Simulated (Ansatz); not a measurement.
**A computed series for BAs: response to strain**

Take BAs in the zinc blende structure (space group F-43m, No. 216; a = 4.7839 Å) as the base. Axes: x, y, z lie along the cube axes.

Strains are applied to the cell and any free atomic positions relax.

All numbers come from r2SCAN, PAW, 500 eV (Ansatz, an electronic-structure program; no spin-orbit coupling).

Candidates:
(a) tensor shear ε_xy = +0.57 %
(b) tensor shear ε_xy = +0.29 %
(c) tensor shear ε_xy = +0.86 %
(d) tensor shear ε_xy = +1.43 %

Base values:

| Item | Result |
|---|---|
| Band gap | 1.38 eV |

Q: Order them by band gap, lowest first.

A: (d) tensor shear ε_xy = +1.43 % (1.18 eV), (c) tensor shear ε_xy = +0.86 % (1.28 eV), (a) tensor shear ε_xy = +0.57 % (1.32 eV), (b) tensor shear ε_xy = +0.29 % (1.35 eV)

Stability against distortions was not tested.
